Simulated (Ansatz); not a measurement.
C vacancy + C vacancy + Ca interstitial in diamond (the name describes the start): one set of geometries, relaxed with PBE, evaluated in Ansatz (PAW, plane waves to 420 eV, 500 eV under r2SCAN) with PBE, r2SCAN.

Set-up: 64-site cell; 2×2×2 shifted k-points; start: the C site; C 1.55 Å away; midway between the emptied sites; energies good to tenths of an eV; relaxed from one start, so a lower configuration may exist; flagged in the runs: a doubtful potential alignment.

```
quantity                                                  PBE  r2SCAN
------------------------------------------------------  -----  ------
host gap (eV)                                            4.13    4.34
neutral formation energy against graphite, fcc Ca (eV)  11.61   11.86
largest moment on one atom at charge 0 (μB)              0.00    0.13
```

PBE narrows the gap by 0.21 eV against r2SCAN, the highest level run.

Ansatz is an electronic-structure program.
